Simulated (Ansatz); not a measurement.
Data:

End structure of H2O on the 1x1 (0001) surface of hcp Ti, one in a 2x2 cell, started at the site 'top Ti':

```
CELL_PARAMETERS angstrom
      5.87727     0.00000     0.00000
     -2.93864     5.08987     0.00000
      0.00000     0.00000    26.00000
ATOMIC_POSITIONS crystal
  Ti 0.33333 0.16667 0.36988
  Ti 0.33333 0.66667 0.36988
  Ti 0.83333 0.16667 0.36988
  Ti 0.83333 0.66667 0.36988
  Ti 0.16667 0.33333 0.45305
  Ti 0.16667 0.83333 0.45305
  Ti 0.66667 0.33333 0.45305
  Ti 0.66667 0.83333 0.45305
  Ti 0.32681 0.17115 0.54797
  Ti 0.32710 0.65575 0.54759
  Ti 0.84115 0.17161 0.54804
  Ti 0.83193 0.66608 0.54313
  Ti 0.16271 0.33268 0.64548
  Ti 0.15669 0.82636 0.62814
  Ti 0.66828 0.34268 0.62857
  Ti 0.66767 0.82721 0.62814
  O  0.20049 0.32858 0.72874
  H  0.36861 0.49356 0.73339
  H  0.24416 0.18719 0.73177
```

Set-up: 19 atoms, 6.8 Å thick at the start under the adsorbate (thin: gaps and levels are the slab's own); mesh 6x6x1; 0.1 eV smearing; dipole correction on; single point; no symmetry held, on the structure that PBE left; no spin, no spin-orbit, no U, no dispersion correction. At the end it is bonded to Ti. In PBE it is, or lies within 0.03 eV of, the lowest of the starts that converged; the order may differ at this level.

A negative adsorption energy means that the adsorbate is more stable on the surface than in its reference.

Q: What adsorption energy against H2O(g) at the same level does r2SCAN, at the PBE geometry in Ansatz (an electronic-structure program) give?

A: -0.80 eV

Q: What change of the work function does r2SCAN, at the PBE geometry give?

A: -1.18 eV

Q: What change of the step from the bottom to the top vacuum level, against the clean slab does r2SCAN, at the PBE geometry give?

A: -1.16 eV

Q: Predict the work function of the top face from r2SCAN, at the PBE geometry.

A: 3.34 eV
